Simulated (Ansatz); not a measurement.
Given:

End structure of a constructed model of the (0001) surface of hcp Co, ferromagnetic, a pseudomorphic layer of Sn in the other hollow (bottom of the slab: a bare face, its two planes held):

```xyz
7
Lattice="2.4929 0.0000 0.0000 -1.2465 2.1589 0.0000 0.0000 0.0000 28.5000" Properties=species:S:1:pos:R:3 pbc="T T T"
Co     1.2465     0.7196     8.0259
Co     0.0000     1.4393    10.0422
Co     1.2465     0.7196    12.0808
Co     0.0000     1.4393    14.0880
Co     1.2465     0.7196    16.1189
Co     0.0000     1.4393    18.0878
Sn     0.0000     0.0000    20.4905
```

Slab: 7 atoms, 12.4 Å thick at the start with caps and adatoms (thin: gaps and levels are the slab's own); k 17x17x1, smearing 0.1 eV, dipole-corrected; 2 atoms held, the rest relaxed; symmetry of the start imposed; spin-polarised, ending with about 9.6 μB a cell; orders that need a larger cell were not tried, no spin-orbit, no U. In PBE it is, or lies within 0.01 eV a 1x1 cell of, the lowest of the 2 structures of its composition computed so far; subsurface sites and larger cells were not tried.

Problem. What work function of the top face does PBE (Ansatz, a first-principles code) give?

Solution. 3.21 eV
